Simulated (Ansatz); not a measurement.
Consider the following.

```yaml
crystal:
  lattice:
    - [4.41862, 0.00000, 0.00000]
    - [-2.20931, 3.82664, 0.00000]
    - [0.00000, 0.00000, 7.21167]
  atoms:
    - { symbol: Cd, position: [0.66667, 0.33333, 0.00052] }
    - { symbol: Cd, position: [0.33333, 0.66667, 0.50052] }
    - { symbol: Se, position: [0.66667, 0.33333, 0.62468] }
    - { symbol: Se, position: [0.33333, 0.66667, 0.12468] }
```

No spin polarisation.

The values are results of plane-wave PAW DFT at the PBE level (Ansatz, a quantum-chemistry and plane-wave program, 420 eV), no spin-orbit coupling, earlier PAW set, not measurements. Settings: 9×9×5 k-points, 0.05 eV Fermi–Dirac smearing.

**Question.** Predict the band gap, electron mass and valence-band top at Γ.

**Answer.** Band gap: 0.49 eV
Electron mass: 0.053 mₑ (at Γ)
Valence-band top at Γ (three highest levels, from the VBM): 0.00, 0.00, -0.04 eV

Load acts through the strain it causes; cell and atoms are relaxed under it. Effective masses come from finite differences of ±0.01 Å⁻¹. No phonon test of stability was made. The cell was made from CdSe in the wurtzite structure (space group P6_3mc, No. 186) by this change: pressure −1 GPa.
